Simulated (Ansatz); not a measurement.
An Ansatz (a quantum-chemistry and plane-wave program) run: SrO with a change (biaxial strain +0.83 %, plane normal [111], relaxed out of plane); PBEsol (Ansatz; PAW; 420 eV plane waves; no spin-orbit coupling).

Input:

Ansatz 0.2 input:
```yaml
crystal:
  lattice:
    - [3.6521661542, 0, 0]
    - [1.8260830771, 3.1628686684, 0]
    - [1.8260830771, -1.0542895561, 2.9451611187]
  atoms:
    - { symbol: Sr, position: [0, 0, 0] }
    - { symbol: O, position: [0, 0.5, 0.5] }
basis: { ecutwfc: 420, ecutrho_ratio: 4, xc_grid: 2, fft_grid_basis: typed }
kpoints: { mp_grid: { grid: [11, 11, 11] } }
hamiltonian:
  xc: pbesol
  dispersion: none
  pseudopotentials: { kind: paw }
scf: { occupations: { method: fermi_dirac, width: 0.05 } }
relax: { f_tol: 0.005, max_steps: 50, cell: { stress_tol: 0.01, fix: [a, b, gamma] } }
output: { forces: true, stress: true }
checkpoint: { write: state.ck, write_every: 1000 }
```

Output (explanatory and most iteration lines left out):

```
Relaxation: its limit of steps is 50 (relax.max_steps)
Pseudopotential: Sr, paw, valence charge 10
Pseudopotential: O, paw, valence charge 6
Crystal: 2 atoms, lattice volume = 34.021 Å³
Basis set: ecut = 420 eV, 645 PW (Γ), exchange–correlation on 50×50×50 points (8 copies of the dense FFT grid, shifted against one another)
Bands: 12, of which v1, the nominal top of the filled ones, is band 8 counted from 1 (7 counted from 0)
Symmetry: 12 space group operations
Space group: R-3m (ITA 166), of the structure as read, at distance tolerance 3.2e-5 Å
k-points: 146 of 1331
Functional: x = pbesol(κ = 0.804, μ = 0.12345679012345678), c = pbesol(β = 0.046)
SCF iter   1: F=—  HF=-4056.127930 eV  |F-HF|=—  |Δ(HF+E_count)|=         —  Δρ=1.46e-2  dr2=6.88e-2  ethr=1.77e-3  ⟨swp⟩=8.3  Hψ=13970  notcnv=0
SCF iter   2: F=—  HF=-4056.113264 eV  |F-HF|=—  |Δ(HF+E_count)|=   1.47e-2  Δρ=2.39e-3  dr2=2.43e-3  ethr=4.30e-4  ⟨swp⟩=2.2  Hψ=3554  notcnv=0
SCF 1 converged in 6 iterations: F = -4056.112900 eV  dr2 = 1.11e-10
relax step   1: F+E_penalty+E_count = -4056.11290015 eV  Δ(F+E_penalty+E_count) = +0.000e0 eV  max|allowed force component| = 5.128e-30 eV/Å  Δτ_max = 0.0000 Å  P = -1.138 GPa  Ω = 34.021 Å³  fix = [a, b, gamma]  reactions: a -1.582, b -1.582 GPa  (6 SCF iters, dr2 threshold 1.00e-7 eV, accepted)
[... steps on the carried basis left out ...]
relax step   5: F+E_penalty+E_count = -4056.11295669 eV  Δ(F+E_penalty+E_count) = -6.070e-6 eV  max|allowed force component| = 2.104e-30 eV/Å  Δτ_max = 0.0000 Å  P = -0.998 GPa  Ω = 33.966 Å³  energy of the carried Pulay correction = +5.980e-6 eV  fix = [a, b, gamma]  reactions: a -1.497, b -1.497 GPa  (7 SCF iters, dr2 threshold 3.46e-10 eV, accepted)
Crystal: 2 atoms, lattice volume = 33.966 Å³
SCF iter   1: F=—  HF=-4056.112955 eV  |F-HF|=—  |Δ(HF+E_count)|=         —  Δρ=1.74e-6  dr2=7.42e-10  ethr=1.26e-6  ⟨swp⟩=3.1  Hψ=18363  notcnv=0
SCF iter   2: F=—  HF=-4056.112955 eV  |F-HF|=—  |Δ(HF+E_count)|=   7.61e-7  Δρ=1.34e-6  dr2=5.10e-10  ethr=4.64e-12  ⟨swp⟩=4.3  Hψ=5237  notcnv=0
SCF 6 converged in 6 iterations: F = -4056.112955 eV  dr2 = 6.42e-13
SCF converged after 6 iterations
Free energy (F): -4056.112955 eV
Internal energy: -4056.112955 eV  (E = F + TS)
E sigma→0 (E₀):  -4056.112955 eV
Fermi energy:    9.424022 eV
--- Forces (eV/Å), atoms counted from 1 ---
  atom   1  Sr     0.00000000     0.00000000     0.00000000
  atom   2  O      0.00000000     0.00000000     0.00000000
--- Stress (GPa, compression-positive) ---
       -1.497442      -0.000000       0.000000
       -0.000000      -1.497442       0.000000
       -0.000000       0.000000      -0.000480
  P = ⅓ Tr σ = -0.9985 GPa (-9.985 kbar)
--- Relaxed structure (4 steps of the walk, 4 accepted, 2 SCFs on fresh bases) ---
  cell:  # Å, volume = 33.9664 Å³
    - [3.652166154212173, 2.918518043028749e-41, 4.838974182937549e-34]
    - [1.8260830771060865, 3.1628686683894576, -1.7898555424342078e-11]
    - [1.8260830771060865, -1.054289556113179, 2.9404755229510386]
  atoms:
    - { symbol: Sr, position: [2.130199519877508e-35, -1.95766022783424e-35, -5.449418743728417e-36] }
    - { symbol: O, position: [-5.551115123125783e-17, 0.5, 0.5] }
```

Whether these cells are dynamically stable was not tested. The cell was made from SrO in the rock salt structure (space group Fm-3m, No. 225) by this change: biaxial strain +0.83 %, plane normal [111], relaxed out of plane.
